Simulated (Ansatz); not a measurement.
Worked calculations on one periodic cell of amorphous Zr20O42Sn: Zr20O42Sn, 63 atoms, volume 813.1 Å³, made by a melt-quench on the CHGNet potential and relaxed with DFT. O atoms were pushed apart under 1.9 Å during the dynamics, to hinder bonds among them. It is a model cell: composition and starting density were chosen by hand, and all elements were melted together. Cycles of charging were run to anneal it. Level of theory: PBE, scalar-relativistic without spin-orbit coupling (plane waves to 420 eV, PAW; Ansatz, a quantum-chemistry and plane-wave program). Sampling: a 2×2×2 Γ-centred mesh; Fermi-Dirac width 0.02 eV; no spin polarisation. Its volume was held where the quench left it, its shape was free, and it stands at a mean pressure of -0.5 GPa with stress components up to 0.6 GPa; the relaxation ran on the zone centre alone. Its density went from a set 5.34 to 5.34 g/cm³. The cell is small and was quenched far faster than a real film, so it is one sample of the glass.

Task: Count formal charges (Zr +4, O -2, Sn +4). What does the count lead one to expect at the Fermi level, and what does the calculation give?

Result: 20 × (+4) + 42 × (-2) + 1 × (+4) = 0. The charges balance, so the anion-derived valence states can be full and a gap can open. On this mesh the highest filled and lowest empty level lie 3.05 eV apart, the PBE gap of this cell, with a localised state at one edge or both.

Four energies for an added electron at PBE on the zone centre alone (charged cells in a uniform background, spin-polarised): neutral at the neutral geometry -113626.611 eV; charged at the neutral geometry -113614.203 eV; charged and relaxed -113614.831 eV; neutral at the charged geometry -113625.379 eV.

Task: Find the two relaxation energies and their sum, the reorganisation energy.

Result: On charging: -113614.203 − (-113614.831) = 0.628 eV. On discharging: -113625.379 − (-113626.611) = 1.232 eV. The sum is 1.860 eV. The carrier's level spreads over 7 of the 63 atoms' worth, so it counts as partly localised, most on one Sn atom with neighbours O 2.00 Å, O 2.06 Å, O 2.09 Å, O 2.10 Å, O 2.13 Å, O 2.20 Å (neutral geometry). The values are uncorrected: the image energy of a point charge in this cell, 2.84 × 14.40 / (2 × 9.3) = 2.2 eV before screening, is screened by electrons alone at the fixed geometry and by ions too after relaxing, and the carrier can be spread before it relaxes, so each term can be off by up to that value times 1/ε∞, some tenths of an eV. PBE's self-interaction favours spread-out carriers, so a hybrid can localise more.

Four energies for a hole at PBE on the zone centre alone (charged cells in a uniform background, spin-polarised): neutral at the neutral geometry -113626.611 eV; charged at the neutral geometry -113635.735 eV; charged and relaxed -113636.079 eV; neutral at the charged geometry -113625.895 eV.

Task: Find the two relaxation energies and their sum, the reorganisation energy.

Result: On charging: -113635.735 − (-113636.079) = 0.344 eV. On discharging: -113625.895 − (-113626.611) = 0.716 eV. The sum is 1.060 eV. The carrier's level spreads over 3 of the 63 atoms' worth, so it counts as localised, most on one O atom with neighbours Zr 2.02 Å, Zr 2.22 Å, Zr 2.32 Å (neutral geometry). The values are uncorrected: the image energy of a point charge in this cell, 2.84 × 14.40 / (2 × 9.3) = 2.2 eV before screening, is screened by electrons alone at the fixed geometry and by ions too after relaxing, and the carrier can be spread before it relaxes, so each term can be off by up to that value times 1/ε∞, some tenths of an eV. PBE's self-interaction favours spread-out carriers, so a hybrid can localise more.
